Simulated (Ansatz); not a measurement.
Levels about the gap of amorphous Hf₁₈O₃₇Sr (56 atoms in a cell of 730 Å³, 8.85 g/cm³; zone centre alone, so wide bands show as single levels with stretches between that a denser mesh fills), at the geometry that PBE relaxed, where it gives 0.0 GPa on a denser mesh. The participation number counts the atoms over which a state spreads; weights are charges in smoothed Voronoi cells. The levels come from a single point, so bond lengths are those of that geometry. Method of the levels: r2SCAN, scalar-relativistic without spin-orbit coupling (Ansatz, a quantum-chemistry and plane-wave program). Sampling: the zone centre alone; Fermi-Dirac width 0.02 eV; no spin polarisation. At PBE the levels at the filled edge of the gap are localised (band-tail or defect states), and the nearest spread-out levels lie 4.1 eV apart at the zone centre.

A CHGNet melt-quench gave the starting glass, which DFT then relaxed. O atoms were pushed apart under 1.9 Å during the dynamics, to hinder bonds among them. The hot cell started wider than the set density and was brought back towards it in steps. It is the lowest in DFT energy of 2 quenches. It is a model cell: composition and starting density were chosen by hand, and all elements were melted together. No dispersion term was used. Its density started from a set value of 8.83 and ended at 8.85 g/cm³. Cooling (nominally 300 K/ps over its main leg) ran many orders faster than in experiment, which tends to leave more defects and strain. Values belong to this one cell and scatter from quench to quench. Volume and shape were free in the relaxation.

```json
[
 {"E - E(highest filled), eV": "-0.56", "filling": "filled", "participation number": "18.6", "largest on": "O, 3 neighbours", "weight O": "0.94", "weight Hf": "0.06", "weight Sr": "0.00"},
 {"E - E(highest filled), eV": "-0.52", "filling": "filled", "participation number": "12.7", "largest on": "O, 4 neighbours", "weight O": "0.95", "weight Hf": "0.05", "weight Sr": "0.01"},
 {"E - E(highest filled), eV": "-0.43", "filling": "filled", "participation number": "23.9", "largest on": "O, 3 neighbours", "weight O": "0.95", "weight Hf": "0.04", "weight Sr": "0.00"},
 {"E - E(highest filled), eV": "-0.37", "filling": "filled", "participation number": "10.4", "largest on": "O, 2 neighbours", "weight O": "0.95", "weight Hf": "0.05", "weight Sr": "0.00"},
 {"E - E(highest filled), eV": "-0.32", "filling": "filled", "participation number": "17.6", "largest on": "O, 3 neighbours", "weight O": "0.95", "weight Hf": "0.05", "weight Sr": "0.00"},
 {"E - E(highest filled), eV": "-0.12", "filling": "filled", "participation number": "9.3", "largest on": "O, 3 neighbours", "weight O": "0.95", "weight Hf": "0.04", "weight Sr": "0.00"},
 {"E - E(highest filled), eV": "0.00", "filling": "filled", "participation number": "8.1", "largest on": "O, 3 neighbours", "weight O": "0.96", "weight Hf": "0.04", "weight Sr": "0.00"},
 {"E - E(highest filled), eV": "4.28", "filling": "empty", "participation number": "16.4", "largest on": "Hf, 6 neighbours", "weight O": "0.43", "weight Hf": "0.56", "weight Sr": "0.00"},
 {"E - E(highest filled), eV": "4.37", "filling": "empty", "participation number": "27.1", "largest on": "Hf, 6 neighbours", "weight O": "0.37", "weight Hf": "0.63", "weight Sr": "0.00"},
 {"E - E(highest filled), eV": "4.66", "filling": "empty", "participation number": "23.1", "largest on": "Hf, 7 neighbours", "weight O": "0.38", "weight Hf": "0.62", "weight Sr": "0.00"},
 {"E - E(highest filled), eV": "4.77", "filling": "empty", "participation number": "22.2", "largest on": "Hf, 6 neighbours", "weight O": "0.35", "weight Hf": "0.64", "weight Sr": "0.00"},
 {"E - E(highest filled), eV": "4.85", "filling": "empty", "participation number": "31.9", "largest on": "Hf, 6 neighbours", "weight O": "0.44", "weight Hf": "0.55", "weight Sr": "0.00"},
 {"E - E(highest filled), eV": "4.87", "filling": "empty", "participation number": "25.4", "largest on": "Hf, 6 neighbours", "weight O": "0.37", "weight Hf": "0.63", "weight Sr": "0.00"},
 {"E - E(highest filled), eV": "4.93", "filling": "empty", "participation number": "28.8", "largest on": "Hf, 5 neighbours", "weight O": "0.40", "weight Hf": "0.60", "weight Sr": "0.00"}
]
```

Most localised among these is the filled level at +0.00 eV, on a O atom, which has 3 neighbours (Hf 2.04 Å, Hf 2.18 Å, Hf 2.23 Å).
